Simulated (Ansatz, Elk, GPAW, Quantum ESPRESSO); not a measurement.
Code comparison for MgGeAs₂ (I-42d, 8 atoms in the cell)

Self-consistent single point.

```xyz
8
Lattice="-2.9795 2.9795 5.5532 2.9795 -2.9795 5.5532 2.9795 2.9795 -5.5532" Properties=species:S:1:pos:R:3 pbc="T T T"
Mg     0.0000     2.9795     2.7766
Mg     0.0000     0.0000     0.0000
Ge     0.0000     0.0000     5.5532
Ge     2.9795     0.0000     2.7766
As    -1.3414     1.4897     6.9415
As     1.4898     1.3414     4.1649
As     4.3209     1.4897     1.3883
As     1.4897     1.6381    -1.3883
```

Shared settings, as Ansatz (a first-principles code) writes them: kpoints.mp_grid.grid = 3 3 3; scf.occupations.method = fermi_dirac; scf.occupations.width = 0.05 eV. Potentials and cutoffs stand in the table.

```tsv
code	model	pressure (GPa)	largest force (eV/Å)	gap on the mesh (eV)	cutoff
GPAW	PBEsol, GPAW PAW datasets PBEsol (made by gpaw-setup)	0.03	0.006	0.702	800 eV
Elk	PBEsol, all-electron FP-LAPW, Elk's shipped species files, default APW+lo basis	–	–	0.650	default
Quantum ESPRESSO	PBEsol, GBRV 1.5 ultrasoft (PBESOL) pseudopotentials	-0.02	0.006	0.685	50 Ry
Ansatz	PBEsol, default PAW files made with PBE	-0.17	0.021	0.682	420 eV
```

A dash marks a value that a program does not give, or that is left out as unsure.

Gaps are read on the mesh.

The spread over the programs that give each value: pressure within 0.20 GPa; largest force within 0.015 eV/Å; gap on the mesh within 0.052 eV.

Elk treats all electrons, but the usual bases taken here (sphere radii, linearisation, local orbitals, empty states) were not tested for convergence, so the values are no reference for the others. Ansatz's pressure is given at a fixed set of plane waves, as the other plane-wave codes print theirs.

The starting cell comes from a database of computed structures (which also holds hypothetical and non-ambient phases and stackings), without a prior relaxation at this level.

Left out of this page: ABINIT (with a known weakness of the program); CP2K and SIESTA (unsound by tests on forces, stress, charge or solver warnings).

Keys are those of Ansatz 0.2.
